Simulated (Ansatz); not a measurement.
Output of an Ansatz run (abridged):

```
WARN basis.ecutwfc = 420 eV, the default
WARN ansatz: RAYON_NUM_THREADS=1 ignored (pool sized by the plan → 1); use --threads N
Pseudopotentials: kind: paw
Pseudopotential: P, paw, valence charge 5
Crystal: 4 atoms, lattice volume = 81.806 Å³
Basis set: ecut = 420 eV, 1649 PW (Γ), exchange–correlation on 80×80×64 points (8 copies of the dense FFT grid, shifted against one another)
Bands: 14, of which v1, the nominal top of the filled ones, is band 10 counted from 1 (9 counted from 0)
Symmetry: 8 space group operations
Space group: Cmce (ITA 64), of the structure as read, at distance tolerance 4.3e-5 Å
k-points: 84 of 384
Initial density: superposition of atomic densities (neutral atoms: chi_scale 0, normalization atom), corrected by the library's trained network
Initial wavefunctions: pseudopotential atomic-orbital guess
Eigensolver: davidson
Functional: x = pbe(κ = 0.804, μ = 0.2195149727645171), c = pbe(β = 0.06672455060314922)
SCF iter   1: F=—  HF=-3022.675259 eV  |F-HF|=—  |Δ(HF+E_count)|=         —  Δρ=1.99e-3  dr2=2.51e-3  ethr=1.77e-3  ⟨swp⟩=7.1  Hψ=8503  notcnv=0
all-band conjugate gradients solve this SCF's bands
preconditioner: auto → Kerker (q_TF=auto, 2.157 Å⁻¹)
SCF iter   2: F=—  HF=-3022.674535 eV  |F-HF|=—  |Δ(HF+E_count)|=   7.24e-4  Δρ=1.07e-3  dr2=5.77e-4  ethr=1.26e-5  ⟨swp⟩=3.0  Hψ=2823  notcnv=0
SCF iter   3: F=—  HF=-3022.674651 eV  |F-HF|=—  |Δ(HF+E_count)|=   1.16e-4  Δρ=2.48e-4  dr2=4.89e-5  ethr=2.88e-6  ⟨swp⟩=2.8  Hψ=1989  notcnv=0
SCF iter   4: F=—  HF=-3022.674666 eV  |F-HF|=—  |Δ(HF+E_count)|=   1.51e-5  Δρ=6.55e-5  dr2=7.01e-6  ethr=2.44e-7  ⟨swp⟩=2.7  Hψ=2003  notcnv=0
SCF iter   5: F=—  HF=-3022.674666 eV  |F-HF|=—  |Δ(HF+E_count)|=   5.21e-8  Δρ=1.33e-5  dr2=3.05e-7  ethr=3.51e-8  ⟨swp⟩=2.2  Hψ=1833  notcnv=0
SCF iter   6: F=-3022.674666 eV  HF=-3022.674666 eV  |F-HF|=2.13e-9  |Δ(HF+E_count)|=   4.24e-8  Δρ=3.17e-6  dr2=1.90e-8  ethr=5.00e-10  ⟨swp⟩=8.8  Hψ=7100  notcnv=0
SCF 1 converged in 6 iterations: F = -3022.674666 eV  dr2 = 1.90e-8
SCF converged after 6 iterations
Free energy (F): -3022.674666 eV
Harris-Foulkes:  -3022.674666 eV  (|F-HF|=2.13e-9)
Internal energy: -3022.674264 eV  (E = F + TS)
E sigma→0 (E₀):  -3022.674465 eV
Entropy (-TS):   -0.000402 eV (-0.100 meV/atom)
Fermi energy:    6.923831 eV
--- Per-component energies (eV) ---
  E_band       = 0.207124
  E_kinetic    = 280.671274
  E_local      = -342.463800  (includes V_loc(G=0)·N_el)
  E_nonlocal   = 135.757933
  E_hartree    = 99.221631
  E_xc         = -245.237610
  E_vxc        = -242.057604  (∫ρ·V_xc dr)
  E_paw        = -2277.362546  (= ΣΔE_a)
  E_vpaw       = -30.145808  (= ΣTr[D̂ρ^β])
  E_aug_tail   = 0.000013  (compensation charges beyond the density's cutoff)
  E_ewald      = -673.261160
  E_smearing   = -0.000402  (= −TS)
  E_closure    = 0.000000  (closes the sum)
  Σ components = -3022.674666   (vs F -3022.674666, Δ=0.00e0)
--- Forces (eV/Å), atoms counted from 1 ---
  atom   1  P      0.00000000     0.17202100     0.29399031
  atom   2  P      0.00000000    -0.17202100    -0.29399031
  atom   3  P      0.00000000    -0.17202100     0.29399031
  atom   4  P      0.00000000     0.17202100    -0.29399031
  max |Σ_I F_I| component: 1.11e-16 eV/Å
--- Stress (GPa, compression-positive) ---
        1.860793       0.000000       0.000000
        0.000000       1.993824       0.000000
        0.000000       0.000000       2.226174
  P = ⅓ Tr σ = 2.0269 GPa (20.269 kbar)
  The stress holds the Pulay correction. Without it, at fixed plane waves, as pw.x and ABINIT print it: P = 2.0075 GPa
--- Band table (eV; the first three rows and the last of 84) ---
  k-point 0: bands = ["-8.9863", "-6.2400", "-2.9546", "0.0741", "1.9181", "1.9643", "2.7673", "4.0679", "4.2620", "5.6470", "7.4156", "7.8435", "8.7200", "9.6574"]
  k-point 1: bands = ["-8.8446", "-6.4721", "-2.9296", "-0.2044", "1.5972", "2.5135", "2.8707", "4.1844", "4.7640", "4.8735", "7.8806", "8.4916", "8.4978", "9.5160"]
  k-point 2: bands = ["-8.4340", "-7.0774", "-2.6539", "-1.0725", "1.7529", "3.1582", "3.5000", "3.8102", "3.9385", "5.7878", "8.0797", "8.2170", "9.4205", "9.9704"]
  k-point 83: bands = ["-7.7475", "-7.7475", "-2.4952", "-2.4952", "3.5313", "3.5313", "4.0676", "4.0676", "4.8745", "4.8745", "8.2378", "8.2378", "9.4198", "9.4198"]
```

The structure:

```
CELL_PARAMETERS angstrom
      1.64758    -5.46449     0.00000
      1.64758     5.46449     0.00000
      0.00000     0.00000     4.54319
ATOMIC_POSITIONS crystal
  P  0.40414 0.59586 0.91118
  P  0.59586 0.40414 0.08882
  P  0.09586 0.90414 0.41118
  P  0.90414 0.09586 0.58882
```

Question: Reconstruct the input of this run.

Answer: Other spellings and defaults could give the same log, and not every line can be read from it. The input that was run (DFT, PBE, plane waves, default PAW files):

Ansatz 0.2 input:
```yaml
crystal:
  lattice:
    - [1.647580, -5.464493, 0.000000]
    - [1.647580, 5.464493, 0.000000]
    - [0.000000, 0.000000, 4.543186]
  atoms:
    - { symbol: P, position_ang: [1.647580, 1.047653, 4.139660] }
    - { symbol: P, position_ang: [1.647580, -1.047653, 0.403526] }
    - { symbol: P, position_ang: [1.647580, 4.416840, 1.868067] }
    - { symbol: P, position_ang: [1.647580, -4.416840, 2.675119] }
kpoints:
  mp_grid: { grid: [8, 8, 6] }
hamiltonian:
  xc: pbe
  pseudopotentials: { kind: paw }
scf:
  occupations: { method: gaussian, width: 0.136 }
output:
  forces: true
  eigenvalues: true
  stress: true
```

The starting cell comes from a database of computed structures (which also holds hypothetical and non-ambient phases and stackings), without a prior relaxation at this level. Its lattice was rescaled by a random factor within 2.5 % of one. Ansatz's pressure includes its estimate of the finite-basis (Pulay) stress.

Ansatz is a first-principles code.
